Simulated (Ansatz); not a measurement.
# A self-consistent single point of BaTiO3 (R3m, 5 atoms in the cell) with Ansatz

Method of the run: LDA (PW92), default PAW files made with PBE (plane waves; Ansatz, an electronic-structure program).

Input:

Ansatz 0.2 input:
```yaml
crystal:
  lattice:
    - [2.834014, 1.636219, 2.323882]
    - [-2.834014, 1.636219, 2.323882]
    - [0.000000, -3.272438, 2.323882]
  atoms:
    - { symbol: Ba, position: [0.007312, 0.007312, 0.007312] }
    - { symbol: Ti, position: [0.513330, 0.513330, 0.513330] }
    - { symbol: O, position: [0.488950, 0.979720, 0.488950] }
    - { symbol: O, position: [0.488950, 0.488950, 0.979720] }
    - { symbol: O, position: [0.979720, 0.488950, 0.488950] }
basis:
  ecutwfc: 420.0
kpoints:
  mp_grid: { grid: [6, 6, 6] }
hamiltonian:
  xc: lda
  pseudopotentials: { kind: paw }
scf:
  occupations: { method: fermi_dirac, width: 0.01 }
output:
  forces: true
  eigenvalues: true
  stress: true
```

Log, with long lists cut:

```
WARN ansatz: RAYON_NUM_THREADS=1 ignored (pool sized by the plan → 1); use --threads N
Pseudopotentials: kind: paw
Pseudopotential: Ba, paw, valence charge 10
Pseudopotential: Ti, paw, valence charge 12
Pseudopotential: O, paw, valence charge 6
Crystal: 5 atoms, lattice volume = 64.656 Å³
Basis set: ecut = 420 eV, 1261 PW (Γ)
Bands: 25, of which v1, the nominal top of the filled ones, is band 20 counted from 1 (19 counted from 0)
Symmetry: 6 space group operations
Space group: R3m (ITA 160), of the structure as read, at distance tolerance 4.0e-5 Å
k-points: 32 of 216 (time reversal used)
PAW frozen core: Ba, regenerated for the run's functional, and the local potential with it
PAW frozen core: Ti, regenerated for the run's functional, and the local potential with it
PAW frozen core: O, regenerated for the run's functional, and the local potential with it
Initial density: superposition of atomic densities (neutral atoms: chi_scale 0, normalization atom), corrected by the library's trained network
Initial wavefunctions: pseudopotential atomic-orbital guess
Eigensolver: davidson
Functional: x = slater, c = lda
SCF iter   1: F=—  HF=-9904.476418 eV  |F-HF|=—  |Δ(HF+E_count)|=         —  Δρ=1.90e-2  dr2=2.26e-1  ethr=1.77e-3  ⟨swp⟩=6.7  Hψ=4105  notcnv=0
all-band conjugate gradients solve this SCF's bands
preconditioner: auto → Resta (q_TF=auto, 2.518 Å⁻¹)
SCF iter   2: F=—  HF=-9904.435068 eV  |F-HF|=—  |Δ(HF+E_count)|=   4.13e-2  Δρ=5.80e-3  dr2=2.67e-2  ethr=5.65e-4  ⟨swp⟩=2.8  Hψ=1590  notcnv=0  defer=32
SCF iter   3: F=—  HF=-9904.431024 eV  |F-HF|=—  |Δ(HF+E_count)|=   4.04e-3  Δρ=2.05e-3  dr2=3.45e-3  ethr=6.68e-5  ⟨swp⟩=2.0  Hψ=1170  notcnv=0  defer=32
SCF iter   4: F=—  HF=-9904.430339 eV  |F-HF|=—  |Δ(HF+E_count)|=   6.85e-4  Δρ=1.88e-4  dr2=3.72e-5  ethr=8.62e-6  ⟨swp⟩=2.0  Hψ=1373  notcnv=0  defer=32
SCF iter   5: F=—  HF=-9904.430330 eV  |F-HF|=—  |Δ(HF+E_count)|=   9.16e-6  Δρ=3.49e-5  dr2=8.37e-7  ethr=9.30e-8  ⟨swp⟩=2.4  Hψ=1290  notcnv=0  defer=32
SCF iter   6: F=-9904.430330 eV  HF=-9904.430330 eV  |F-HF|=1.28e-8  |Δ(HF+E_count)|=   2.67e-7  Δρ=6.86e-6  dr2=2.85e-8  ethr=2.50e-10  ⟨swp⟩=10.2  Hψ=4445  notcnv=0
SCF 1 converged in 6 iterations: F = -9904.430330 eV  dr2 = 2.85e-8
SCF converged after 6 iterations
Free energy (F): -9904.430330 eV
Harris-Foulkes:  -9904.430330 eV  (|F-HF|=1.28e-8)
Internal energy: -9904.430330 eV  (E = F + TS)
E sigma→0 (E₀):  -9904.430330 eV
Fermi energy:    10.925717 eV
--- Per-component energies (eV) ---
  E_band       = -153.960657
  E_kinetic    = 965.780764
  E_local      = -2133.461045  (includes V_loc(G=0)·N_el)
  E_nonlocal   = 216.406064
  E_hartree    = 827.774902
  E_xc         = -484.874496
  E_vxc        = -542.145856  (∫ρ·V_xc dr)
  E_paw        = -6495.038410  (= ΣΔE_a)
  E_vpaw       = -316.097008  (= ΣTr[D̂ρ^β])
  E_aug_tail   = 0.007367  (compensation charges beyond the density's cutoff)
  E_ewald      = -2801.924706
  E_core_change = 0.899230  (= ΣΔE_core)
  E_smearing   = -0.000000  (= −TS)
  E_closure    = 0.000000  (closes the sum)
  Σ components = -9904.430330   (vs F -9904.430330, Δ=0.00e0)
--- Forces (eV/Å), atoms counted from 1 ---
  atom   1  Ba     0.00000000    -0.00000000    -0.19163931
  atom   2  Ti     0.00000000     0.00000000     0.30292316
  atom   3  O      0.01684481    -0.00972535    -0.03707254
  atom   4  O      0.00000000     0.01945071    -0.03707254
  atom   5  O     -0.01684481    -0.00972535    -0.03707254
  max |Σ_I F_I| component: 6.62e-5 eV/Å
--- Stress (GPa, compression-positive) ---
       -6.963384      -0.000000      -0.000000
       -0.000000      -6.963384      -0.000000
       -0.000000      -0.000000      -6.738027
  P = ⅓ Tr σ = -6.8883 GPa (-68.883 kbar)
  The stress holds the Pulay correction. Without it, at fixed plane waves, as pw.x and ABINIT print it: P = -7.6359 GPa
--- Band table (eV; the first three rows and the last of 32) ---
  k-point 0: bands = ["-45.8615", "-22.4488", "-22.4488", "-22.4391", "-14.8202", "-6.7227", "-6.0263", "-6.0263", "0.0258", "0.0322", "0.0322", "7.5438", "7.5438", "7.5706", "8.3907", "8.3907", "8.6570", "9.2244", "9.3700", "9.3700", "12.1067", [...]
  k-point 1: bands = ["-45.8613", "-22.4598", "-22.4482", "-22.4406", "-14.7913", "-6.7453", "-6.0171", "-6.0026", "0.0689", "0.0701", "0.1403", "7.1019", "7.4640", "7.4914", "8.1409", "8.1496", "8.4771", "8.8274", "9.2496", "9.2789", "12.1494", [...]
  k-point 2: bands = ["-45.8608", "-22.4851", "-22.4471", "-22.4401", "-14.7322", "-6.8732", "-5.9986", "-5.8519", "0.1488", "0.1553", "0.3560", "6.2683", "7.2261", "7.2534", "7.8073", "7.8520", "8.1233", "8.3195", "8.9534", "9.0380", "12.2175", [...]
  k-point 31: bands = ["-45.8589", "-22.4943", "-22.4943", "-22.4844", "-14.5594", "-5.8237", "-5.8042", "-5.8042", "-0.7063", "-0.7063", "-0.6808", "5.3920", "6.1141", "6.1141", "7.4138", "7.4138", "7.4583", "9.7136", "9.7136", "9.7482", "14.0757", [...]
```

The run converged in 6 iterations.

The starting cell comes from a database of computed structures (which also holds hypothetical and non-ambient phases and stackings), without a prior relaxation at this level. Its lattice was rescaled by up to half a per cent. One atom was moved a little off its site on purpose. With a pressure of about -7 GPa the cell is away from its equilibrium volume at this level. Ansatz's pressure includes its estimate of the finite-basis (Pulay) stress. Without the estimate this run gives -7.64 GPa.
